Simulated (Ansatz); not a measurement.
Base system: CdTe in the zinc blende structure (space group F-43m, No. 216; a = 6.4892 Å).

Levels (all Ansatz, a first-principles code, PAW): PBEsol (420 eV, scalar-relativistic without spin-orbit coupling); r2SCAN (500 eV, scalar-relativistic without spin-orbit coupling).

The geometry is relaxed with PBEsol.

```
Quantity                                    Value
--------------------  ---------------------------
PBEsol gap character                  direct at Γ
PBEsol band gap                           0.65 eV
PBEsol electron mass              0.055 mₑ (at Γ)
PBEsol hole mass      0.056, 0.51, 0.51 mₑ (at Γ)
```

With r2SCAN at the same geometry, the gap character is still direct at Γ; the band gap increases by 0.62 eV (0.65 eV → 1.27 eV); the electron mass goes from 0.055 mₑ (at Γ) to 0.094 mₑ (at Γ); the hole mass (degenerate bands, along [100]) changes from 0.056, 0.51, 0.51 mₑ (at Γ) to 0.096, 0.52, 0.52 mₑ (at Γ).

Single points use the geometry relaxed with PBEsol. With Te present, leaving out spin-orbit coupling can change the band edges. Effective masses come from finite differences of ±0.01 Å⁻¹. Whether these cells are dynamically stable was not tested.
